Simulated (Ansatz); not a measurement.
**BP under a change: biaxial strain −0.42 %, plane normal [111], relaxed out of plane**

Start from BP in the zinc blende structure (space group F-43m, No. 216; a = 4.520 Å). Axes: x, y, z lie along the cube axes.

One thing is altered: compressive biaxial strain of 0.42 % in the plane normal to [111], as in epitaxy on a mismatched substrate; the out-of-plane cell vector and the atoms relax.

The values are results of PBEsol (Ansatz, a program for electronic structure; PAW; 420 eV plane waves; scalar-relativistic without spin-orbit coupling), not measurements. Settings: 13×13×13 k-points, 0.05 eV Fermi–Dirac smearing.

- Space group = R3m (No. 160) (base F-43m (No. 216))
- Shortest interatomic distance = 1.951 Å (base 1.957 Å)
- Energy relative to the base (free energy F) = +0.6 meV/atom
- Band gap = 1.09 eV (base 1.11 eV)
- Gap character = indirect, Γ → F–Γ (17 % along)
- Smallest direct gap = 3.32 eV (base 3.38 eV)
- Valence-band top at Γ (three highest levels, from the VBM) = 0.00, 0.00, -0.05 eV (base 0.00, 0.00, 0.00 eV)
- Out-of-plane strain = +0.09 %

Final structure (turned so that z lies along the plane normal):

```
CELL_PARAMETERS angstrom
      3.18283     0.00000     0.00000
      1.59142     2.75642     0.00000
      1.59142    -0.91881     2.61205
ATOMIC_POSITIONS crystal
  B  0.99968 0.00016 0.00047
  P  0.50032 0.24984 0.74953
```

Stability against distortions was not tested. k-point labels follow each cell's own Brillouin zone.
